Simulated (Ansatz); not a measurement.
Consider CdS in the zinc blende structure (space group F-43m, No. 216; a = 5.878 Å). Axes: x, y, z lie along the cube axes.

All numbers come from plane-wave PAW DFT at the r2SCAN level (Ansatz, a program for electronic structure, 500 eV), without spin-orbit coupling.

A first run, uniaxial strain ε_yy = +0.73 %, gives secant values C11 ≈ 72 GPa and C12 ≈ 53 GPa from its stress. A second run applies biaxial strain −2.90 %, plane normal [001], relaxed out of plane.

Task: What does linear elasticity predict for −ε⊥/ε∥ in the second run, and what does the run give?

Result: Linear elasticity: 2 C12/C11 = 1.47. The run gives 1.44; any difference comes from nonlinear terms at these strains and numerical noise.

Stability against distortions was not tested.
